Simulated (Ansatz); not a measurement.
Defect migration in monoclinic ZrO2 strained by +1.5 % along x and y, z held: interstitial Li, charge state +1. Level of theory: PBE, PAW (plane waves to 420 eV; Ansatz, an electronic-structure program).

Settings: 96 host sites, the strained lattice (strain from the relaxed PBE one, atoms relaxed), the Γ point alone, smearing 0.01 eV, spin-restricted, no image-charge correction. Static, classical nuclei. The charge state is imposed; whether it is stable for some Fermi level was not computed. Sites that were not tried may lie lower.

Barriers: single points on a 2×2×2 k-point mesh shifted by half a step at the bands' geometries.

The step: one Li atom jumps by itself. Atoms about the jump, Cartesian Å from the middle of the jump, before and after:

```
atom     x0     y0     z0     x1     y1     z1
----  -----  -----  -----  -----  -----  -----
Li1   -0.87   0.46  -0.89   0.87  -0.46   0.89
O2     0.45   1.72  -0.79   0.49   1.70  -0.79
O3    -0.48  -1.70   0.79  -0.45  -1.71   0.80
O4    -0.03  -0.88  -1.82   0.00  -0.92  -1.87
O5     0.00   0.93   1.87   0.03   0.88   1.82
Zr6   -1.76  -0.27   1.64  -1.81  -0.24   1.57
Zr7    1.81   0.24  -1.56   1.76   0.27  -1.64
O8    -2.37   1.26   0.17  -2.43   1.28   0.15
O9     2.43  -1.28  -0.15   2.37  -1.26  -0.17
Zr10  -1.28  -2.46  -1.10  -1.24  -2.41  -1.12
Zr11   1.24   2.41   1.12   1.28   2.46   1.10
O12   -2.85  -1.28  -0.14  -2.84  -1.30  -0.13
O13    2.84   1.30   0.13   2.85   1.28   0.14
Zr14  -1.26   3.03  -1.12  -1.24   2.89  -1.12
Zr15   1.24  -2.89   1.12   1.26  -3.03   1.12
O16   -1.91   1.34  -2.42  -1.96   1.37  -2.50
O17    1.96  -1.37   2.51   1.91  -1.34   2.42
O18   -0.46   3.62   0.78  -0.47   3.57   0.80
O19    0.47  -3.57  -0.79   0.46  -3.62  -0.77
O20    0.96   0.91  -3.45   0.94   0.94  -3.48
O21   -0.94  -0.94   3.48  -0.96  -0.91   3.45
Zr22  -0.78  -0.25  -3.78  -0.80  -0.25  -3.77
Zr23   0.80   0.25   3.77   0.79   0.25   3.78
Zr24  -3.62   0.23  -1.53  -3.56   0.24  -1.54
O25   -2.36  -1.38  -2.79  -2.38  -1.37  -2.78
Zr26   3.56  -0.24   1.54   3.62  -0.23   1.53
O27    2.38   1.37   2.79   2.36   1.38   2.79
```

**Question.** Where do these atoms stand at the saddle point, and how high is it?

**Answer.** 
| atom | x | y | z |
|---|---|---|---|
| Li1 | -0.01 | 0.00 | -0.01 |
| O2 | 0.50 | 1.68 | -0.79 |
| O3 | -0.50 | -1.68 | 0.79 |
| O4 | -0.01 | -0.85 | -1.78 |
| O5 | 0.01 | 0.85 | 1.78 |
| Zr6 | -1.89 | -0.26 | 1.67 |
| Zr7 | 1.89 | 0.26 | -1.67 |
| O8 | -2.40 | 1.25 | 0.17 |
| O9 | 2.41 | -1.25 | -0.17 |
| Zr10 | -1.28 | -2.43 | -1.10 |
| Zr11 | 1.28 | 2.43 | 1.10 |
| O12 | -2.89 | -1.31 | -0.09 |
| O13 | 2.89 | 1.31 | 0.09 |
| Zr14 | -1.24 | 2.91 | -1.11 |
| Zr15 | 1.24 | -2.91 | 1.11 |
| O16 | -1.95 | 1.37 | -2.48 |
| O17 | 1.95 | -1.37 | 2.48 |
| O18 | -0.46 | 3.57 | 0.79 |
| O19 | 0.46 | -3.57 | -0.79 |
| O20 | 0.98 | 0.93 | -3.48 |
| O21 | -0.98 | -0.93 | 3.48 |
| Zr22 | -0.79 | -0.22 | -3.73 |
| Zr23 | 0.79 | 0.22 | 3.73 |
| Zr24 | -3.56 | 0.24 | -1.52 |
| O25 | -2.37 | -1.37 | -2.75 |
| Zr26 | 3.56 | -0.24 | 1.52 |
| O27 | 2.37 | 1.37 | 2.75 |
It lies 0.088 eV above the start and 0.088 eV above the end. The saddle point's order was not checked, and it lies on a symmetry element of the cell, where a band can be held.
